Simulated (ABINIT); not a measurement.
**Pressure against volume in hcp Sc (space group 194) (ABINIT, LDA)**

```
CELL_PARAMETERS angstrom
      3.18126     0.00000     0.00000
     -1.59063     2.75506     0.00000
      0.00000     0.00000     5.06503
ATOMIC_POSITIONS crystal
  Sc 0.66667 0.33333 0.75000
  Sc 0.33333 0.66667 0.25000
```

Computed with LDA (PW92), norm-conserving pseudopotentials (PseudoDojo nc-sr-04 LDA standard) (plane waves; ABINIT). Settings: pseudos = [Sc.upf]; ecut = 51 Ha; occopt = 3; tsmear = 0.00183747 Ha; ngkpt = 18 18 9; nshiftk = 1; shiftk = 0 0 0; potentials = PseudoDojo nc-sr-04 LDA standard; nband = 16; kptopt = 1; nstep = 50; tolvrs = 1e-10. The cell above is the first row's. The rows scale it uniformly. In all rows fractional positions and the k mesh are held.

```
V (Å^3/atom)  P (GPa)
------------  -------
22.196           1.04
22.679          -0.30
23.161          -1.53
23.644          -2.65
24.127          -3.67
24.609          -4.60
25.092              ?
```

Fit P against V with a cubic, and predict the withheld value at V = 25.092.

With u = V - 23.4, the rows have u = -1.2040, -0.7210, -0.2390, 0.2440, 0.7270, 1.2090. Least squares gives P = -2.096 - 2.3223·u + 0.2215·u² - 0.0111·u³. Residuals (row less fit): -0.001, 0.002, -0.002, 0.000, 0.002, 0.000; standard error 0.002 (degrees of freedom: 2). The fitted pressure is zero at V0 = 22.57, where dP/dV = -2.715, so B0 = -V0·dP/dV = 61.3 GPa. At the withheld row, u = 1.6920, so P = -2.096 - 2.3223 × 1.6920 + 0.2215 × 1.6920² - 0.0111 × 1.6920³ = -5.445 GPa. The calculation gives -5.45 GPa, 0.005 GPa below the prediction (0.1 % of the range of P in the table). The row lies outside the fitted rows, so this is an extrapolation. From the scatter of the fitted rows alone, a prediction at this place has a standard error of 0.009 GPa, so the miss is 0.6 times that.

Carrying the step between the two nearest rows on in a straight line would have given -5.53, off by 0.08; series whose last step already gives the withheld value aren't shown. The scan was laid around a cell of about the measured size, scaled by a guess for this functional; axis ratios and inner coordinates come from that cell. The runs keep the symmetry of the cell, so they don't test it for distortions. The shape of the cell and the inner coordinates aren't relaxed, so V0 and B0 belong to this uniform scaling; a relaxed crystal lies no higher in energy and is usually softer. 2 of the planned runs didn't end soundly and are left out. Cutoffs and mesh are single choices, not tested for convergence of this quantity. Series with a scatter that would blur these digits, or in which a gap closes, are not shown.
